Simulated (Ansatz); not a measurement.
# alpha quartz: the defect C on the O site (C_O)

Level of theory: PBE, PAW (plane waves to 420 eV; Ansatz, a first-principles code). Cell: 72 sites, 2×2×2; final energies on a 2×2×2 Γ-centred mesh. Site at the start: the O site. Energies of charged states are corrected for periodic images (point charge plus alignment at distant sites). Dielectric constants: PBE linear response of the host. Host gap at this level: 5.68 eV. A cell of this size leaves errors of a few tenths of an eV. PBE underestimates the host's gap, which shifts levels and can delocalise carriers. Spin–orbit coupling is left out. Each state is the lowest found from its start.

Formation energies E_f are given with the Fermi level at the valence-band maximum. Chemical conditions: O-rich (Δμ(O) = 0.00 eV, Δμ(C) = -4.05 eV, bounded by CO2 (Pa-3); only phases computed here count, gases as isolated molecules at 0 K); Si-rich (Δμ(O) = -4.16 eV, Δμ(C) = -0.41 eV, bounded by 6H silicon carbide; only phases computed here count, gases as isolated molecules at 0 K). Reference phases: C: graphite, O: O2 molecule in a box.

| charge | moment (μB) | point group | largest move off a lattice site (Å) | image correction with alignment (eV) | E_f, O-rich (eV) | E_f, Si-rich (eV) | above the lowest spin state (eV) |
|---|---|---|---|---|---|---|---|
| +1 | 1.0 | C1 | 0.26 | 0.40 | 11.57 | 3.76 | 0.00 |
| 0 | 2.0 | C1 | 0.22 | 0.00 | 12.06 | 4.25 | 0.00 |
| 0 | not spin-polarised | C1 | 0.34 | 0.00 | 13.07 | 5.26 | 1.02 |
| −1 | 1.0 | C1 | 0.41 | 0.38 | 15.73 | 7.93 | 0.00 |
| −2 | not spin-polarised | C1 | 0.64 | 1.54 | 21.09 | 13.28 | 0.00 |

Point groups are those of the whole cell at tolerances of 0.03 and 0.1 Å ("near" where only the looser one holds); none is given for unsettled states.

Transition levels above the valence-band maximum: ε(+1/0) = 0.49 eV; ε(0/−1) = 3.68 eV; ε(−1/−2) = 5.35 eV. On the lower envelope of the bound states, inside the gap: (+1/0) at 0.49 eV; (0/−1) at 3.68 eV; (−1/−2) at 5.35 eV.

Flagged in the runs: a host whose relaxation on this sampling wasn't shown to rest, a strain field that reaches the edge of the cell.

All states together cost very roughly 3 core-hours.
